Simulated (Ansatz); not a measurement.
InP (model structure, started from the BN type, Pm-3n, No. 223, 12 atoms in the cell) was calculated with r²SCAN+SOC in Ansatz (plane waves, PAW).

Numerical settings: plane-wave cutoff 560 eV, 4×4×4 k mesh, Fermi–Dirac smearing 0.01 eV, PAW data made under PBE.

Cell (relaxed with PBEsol):

```cif
data_In6P6
_chemical_formula_sum 'In6 P6'
_space_group_name_H-M_alt 'Pm-3n'
_space_group_IT_number 223
_space_group_name_Hall '-P 4n 2 3'
_cell_length_a 7.24066
_cell_length_b 7.24066
_cell_length_c 7.24066
_cell_angle_alpha 90.000
_cell_angle_beta 90.000
_cell_angle_gamma 90.000
loop_
_atom_site_label
_atom_site_type_symbol
_atom_site_symmetry_multiplicity
_atom_site_Wyckoff_symbol
_atom_site_fract_x
_atom_site_fract_y
_atom_site_fract_z
_atom_site_occupancy
In1 In 6 c 0.00000 0.50000 0.25000 1
P1 P 6 d 0.00000 0.25000 0.50000 1
```

Problem. Estimate the band gap that the calculation returns.

Solution. 
- band gap: 1.10 eV (on the SCF k mesh)

Note: the relaxation could raise the start's symmetry but not lower it, so the cell can be a saddle point; cell and atoms aren't relaxed at this level (pressure 0.6 GPa).

The result took around 8 core-minutes (rough).

A model structure was made by putting elements into a prototype or built by hand; it is no filed structure, need not be a known phase, and can be a saddle point held by its symmetry.

Ansatz is a first-principles code.
